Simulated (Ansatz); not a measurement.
Results of PBEsol (Ansatz, an electronic-structure program, PAW) for BaAlHO2 (model structure, started from the SrVO2H type, P4/mmm, No. 123, 5 atoms in the cell).

Settings: plane-wave cutoff 520 eV, 10×10×8 k mesh (along the axes of the cell as run), Fermi–Dirac smearing 0.01 eV, scalar-relativistic PAW data made under PBE.

Cell (relaxed with PBEsol):

```cif
data_HAlBaO2
_chemical_formula_sum 'Ba1 Al1 O2 H1'
_space_group_name_H-M_alt 'P 1'
_space_group_IT_number 1
_cell_length_a 3.81661
_cell_length_b 3.81661
_cell_length_c 3.95732
_cell_angle_alpha 90.000
_cell_angle_beta 90.000
_cell_angle_gamma 90.000
loop_
_space_group_symop_operation_xyz
  'x, y, z'
loop_
_atom_site_label
_atom_site_type_symbol
_atom_site_fract_x
_atom_site_fract_y
_atom_site_fract_z
_atom_site_occupancy
Ba1 Ba 0.50000 0.50000 0.50000 1
Al1 Al 0.00000 0.00000 0.00000 1
O1 O 0.50000 0.00000 0.00000 1
O2 O 0.00000 0.50000 0.00000 1
H1 H 0.00000 0.00000 0.50000 1
```

Q: What does this level give for the band gap, smallest direct gap on the k points sampled and Γ–Γ gap?

A: 
* **band gap**: 2.64 eV
* **smallest direct gap on the k points sampled**: 3.15 eV
* **Γ–Γ gap**: 4.84 eV

Note: the relaxation could raise the start's symmetry but not lower it, so the cell can be a saddle point.

Spin–orbit coupling is not included.

A model structure was made by putting elements into a prototype or built by hand; it is no filed structure, need not be a known phase, and can be a saddle point held by its symmetry.
